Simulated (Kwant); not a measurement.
Device: wire with a side stub in a CdTe two-dimensional gas. Effective mass 0.096 mₑ, grid spacing 12 nm, hard walls, nominal width 300 nm (25 grid rows, so walls 312 nm apart), one parabolic valley, scattering region 900 nm long along x; energies count from the band bottom; Fermi energy swept from 3.4818e-05 to 0.00041346 eV. Closed stub on one side, 130 nm wide and 550 nm deep.

Constants are typed, rounded textbook-type inputs, not results; the design itself was drawn at random and stands for no fabricated device.

Computed with Kwant: effective-mass tight-binding model on a square grid, one spin, coherent transport at 0 K. Conductance is in e²/h.

Question: How many channels do the leads carry at E = 0.232, 0.305 meV?

Answer: The hard-wall thresholds are n² ħ²π²/(2mW²) = n² × 0.0402 meV with W = 312 nm. √(0.232/0.0402) = 2.40, so 2. √(0.305/0.0402) = 2.75, so 2.
